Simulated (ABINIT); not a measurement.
**Input and output of a self-consistent single point for Cu₂Te (P6/mmm, 6 atoms in the cell) (ABINIT)**

Level of theory: PBEsol, PAW (JTH v2.0 PBE PAW, files made for PBE) (plane waves; ABINIT 10.0.3).

The input file:

```
# Cu2Te, JTH v2.0 PBE PAW
pp_dirpath "./"
pseudos "Cu.GGA_PBE-JTH.xml, Te.GGA_PBE-JTH.xml"
acell 8.2627210218 8.2627210218 16.3631441823
rprim
         1.0000000000    0.0000000178    0.0000000000
        -0.5000000154    0.8660253949    0.0000000000
         0.0000000000    0.0000000000    1.0000000000
natom 6
ntypat 2
znucl 29 52
typat 1 1 1 1 2 2
xcart
         2.1862218099    1.2622158023    1.3157355058
        -0.0000000449    2.5244315269    7.3432674941
        -0.0000000449    2.5244315269    1.3157355058
         2.1862218099    1.2622158023    7.3432674941
         0.0000000000    0.0000000000    2.3049400086
         0.0000000000    0.0000000000    6.3540629914
      Angstrom
ecut 60 Ry
pawecutdg 120 Ry
pawxcdev 0
ixc -116133
occopt 7
tsmear 0.136 eV
nband 55
kptopt 1
ngkpt 7 7 3
nshiftk 1
shiftk 0 0 0
nstep 100
tolvrs 1.0e-10
prtwf 0
prtden 0
```

Log, with long lists cut:

```
 Symmetries : space group P6/m m m (#191); Bravais hP (primitive hexag.)

 -outvars: echo values of preprocessed input variables --------
            acell      8.2627210218E+00  8.2627210218E+00  1.6363144182E+01 Bohr
             ecut      3.00000000E+01 Hartree
              ixc     -116133
         kptrlatt        7    0    0      0    7    0      0    0    3
          kptrlen      4.90894325E+01
            natom           6
            nband          55
            ngfft          45      45      90
          ngfftdg          60      60     120
             nkpt          16
            nstep         100
             nsym          24
           ntypat           2
           occopt           7
        pawecutdg      6.00000000E+01 Hartree
         pawxcdev           0
            rprim      1.0000000000E+00  1.7800000000E-08  0.0000000000E+00
                      -5.0000001540E-01  8.6602539490E-01  0.0000000000E+00
                       0.0000000000E+00  0.0000000000E+00  1.0000000000E+00
          spgroup         191
           tolvrs      1.00000000E-10
           tsmear      4.99790825E-03 Hartree
            typat      1  1  1  1  2  2
           useylm           1
             xred      6.6666666667E-01  3.3333333333E-01  1.5195000066E-01
                       3.3333333333E-01  6.6666666667E-01  8.4805000371E-01
                       3.3333333333E-01  6.6666666667E-01  1.5195000066E-01
                       6.6666666667E-01  3.3333333333E-01  8.4805000371E-01
                       0.0000000000E+00  0.0000000000E+00  2.6619000117E-01
                       0.0000000000E+00  0.0000000000E+00  7.3381000320E-01
            znucl       29.00000   52.00000

== DATASET  1 ==================================================================

 Real(R)+Recip(G) space primitive vectors, cartesian coordinates (Bohr,Bohr^-1):
 R(1)=  8.2627210  0.0000001  0.0000000  G(1)=  0.1210255  0.0698741  0.0000000
 R(2)= -4.1313606  7.1557262  0.0000000  G(2)= -0.0000000  0.1397482  0.0000000
 R(3)=  0.0000000  0.0000000 16.3631442  G(3)=  0.0000000  0.0000000  0.0611129
 Unit cell volume ucvol=  9.6748350E+02 bohr^3
 Angles (23,13,12)=  9.00000000E+01  9.00000000E+01  1.20000000E+02 degrees

 Coarse grid specifications (used for wave-functions):

 getcut: wavevector=  0.0000  0.0000  0.0000  ngfft=  45  45  90
         ecut(hartree)=     30.000   => boxcut(ratio)=   2.15975

 Fine grid specifications (used for densities):

 getcut: wavevector=  0.0000  0.0000  0.0000  ngfft=  60  60 120
         ecut(hartree)=     60.000   => boxcut(ratio)=   2.08251

   3.24874211E+04                                ecore*ucvol(ha*bohr**3)

_setup2: Arith. and geom. avg. npw (full set) are    7594.129    7594.121

--- !BeginCycle
solver: {iscf: 17, nstep: 100, nline: 4, wfoptalg: 10, }
tolerances: {tolvrs: 1.00E-10, }
...

     iter   Etot(hartree)      deltaE(h)  residm     nres2
 ETOT  1  -801.29472125949    -8.013E+02 6.260E+01 1.065E+02
 ETOT  2  -808.30562821535    -7.011E+00 4.601E-02 1.521E+02
 ETOT  3  -808.04566723878     2.600E-01 5.061E-02 4.740E+00
 ETOT  4  -808.04446175652     1.205E-03 3.404E-02 2.079E+00
 ETOT  5  -808.04107925233     3.383E-03 1.353E-02 5.475E-01
 ETOT  6  -808.04047453796     6.047E-04 5.141E-03 3.313E-02
   [... 7 lines left out ...]
 ETOT 14  -808.04058254014    -5.099E-09 1.464E-05 1.700E-07
 ETOT 15  -808.04058254003     1.094E-10 8.360E-06 4.981E-09
 ETOT 16  -808.04058254006    -3.160E-11 8.219E-06 1.374E-09
 ETOT 17  -808.04058254004     1.762E-11 4.598E-06 1.934E-10
 ETOT 18  -808.04058254006    -1.694E-11 4.475E-06 1.008E-11

 At SCF step   18       nres2   =  1.01E-11 < tolvrs=  1.00E-10 =>converged.

 Cartesian components of stress tensor (hartree/bohr^3)
  sigma(1 1)=  2.19700757E-04  sigma(3 2)=  0.00000000E+00
  sigma(2 2)=  2.19700756E-04  sigma(3 1)=  0.00000000E+00
  sigma(3 3)=  9.50587731E-05  sigma(2 1)= -6.15140818E-13

 ----iterations are completed or convergence reached----

 reduced coordinates (array xred) for    6 atoms
       0.666666666667      0.333333333333      0.151950000664
       0.333333333333      0.666666666667      0.848050003707
       0.333333333333      0.666666666667      0.151950000664
       0.666666666667      0.333333333333      0.848050003707
       0.000000000000      0.000000000000      0.266190001167
       0.000000000000      0.000000000000      0.733810003205
 cartesian forces (eV/Angstrom) at end:
    1      0.00000000000000     0.00000000000000    -0.04298084864305
    2      0.00000000000000    -0.00000000000000     0.04298084864305
    3     -0.00000000000000    -0.00000000000000    -0.04298084864305
    4      0.00000000000000     0.00000000000000     0.04298084864305
    5      0.00000000000000     0.00000000000000    -0.47666095311929
    6      0.00000000000000     0.00000000000000     0.47666095311929
 frms,max,avg= 1.6017365E-01 4.7666095E-01   0.000E+00  0.000E+00  0.000E+00 e/A
 length scales=  8.262721021800  8.262721021800 16.363144182300 bohr
              =  4.372443645674  4.372443645674  8.659002962145 angstroms
 Fermi (or HOMO) energy (hartree) =  -0.06916   Average Vxc (hartree)=  -0.33719
 Eigenvalues (hartree) for nkpt=  16  k points:
 kpt#   1, nband= 55, wtk=  0.00680, kpt=  0.0000  0.0000  0.0000 (reduced coord)
  -4.19213   -4.19208   -4.19182   -4.19176   -2.63325   -2.63325   -2.63319   -2.63319
  -2.63159   -2.63159   -2.63153   -2.63153   -2.63012   -2.62980   -2.62939   -2.62908
  -0.52216   -0.51185   -0.26482   -0.22455   -0.22455   -0.21977   -0.21977   -0.20982
  -0.19598   -0.18831   -0.18831   -0.18057   -0.18057   -0.17931   -0.17931   -0.17054
  -0.16845   -0.16845   -0.16204   -0.16204   -0.14896   -0.14896   -0.13915   -0.10053
  -0.07682   -0.06222   -0.06222   -0.05527   -0.05527   -0.02361    0.00052    0.03206
   0.03206    0.08386    0.08386    0.11652    0.13929    0.17317    0.20343
      occupation numbers for kpt#   1
   2.00000    2.00000    2.00000    2.00000    2.00000    2.00000    2.00000    2.00000
   2.00000    2.00000    2.00000    2.00000    2.00000    2.00000    2.00000    2.00000
   2.00000    2.00000    2.00000    2.00000    2.00000    2.00000    2.00000    2.00000
   2.00000    2.00000    2.00000    2.00000    2.00000    2.00000    2.00000    2.00000
   2.00000    2.00000    2.00000    2.00000    2.00000    2.00000    2.00000    2.00000
   1.96970    0.04954    0.04954    0.00008    0.00008    0.00000    0.00000    0.00000
   0.00000    0.00000    0.00000    0.00000    0.00000    0.00000    0.00000
 prteigrs : prtvol=0 or 1, do not print more k-points.

--- !EnergyTerms
comment             : Components of total free energy in Hartree
kinetic             :  4.88354671565547E+01
hartree             :  3.96364002594057E+02
xc                  : -1.87655662715005E+01
Ewald energy        : -2.40603143903106E+02
psp_core            :  3.35793023646297E+01
local_psp           : -8.96057714852812E+02
spherical_terms     : -1.31392120542643E+02
internal            : -8.08039773454819E+02
'-kT*entropy'       : -8.11226401824007E-04
total_energy        : -8.08040584681221E+02
total_energy_eV     : -2.19879025242195E+04
...

-Cartesian components of stress tensor (GPa)         [Pressure= -5.2415E+00 GPa]
- sigma(1 1)=  6.46381836E+00  sigma(3 2)=  0.00000000E+00
- sigma(2 2)=  6.46381832E+00  sigma(3 1)=  0.00000000E+00
- sigma(3 3)=  2.79672519E+00  sigma(2 1)= -1.80980647E-08

 Calculation completed.
```

The run converged in 18 iterations.

The starting cell comes from a database of computed structures (which also holds hypothetical and non-ambient phases and stackings), without a prior relaxation at this level. Its lattice was rescaled by a random factor within 2.5 % of one. Spin polarisation is off. The potentials were made for another functional than the one used. With a pressure of about -5 GPa the cell is away from its equilibrium volume at this level. The run gives no clean gap (levels at the Fermi energy touch, overlap or are partly filled at this smearing), which alone does not show that the compound is a metal.

Cost on one core of a shared machine: roughly 10 min.
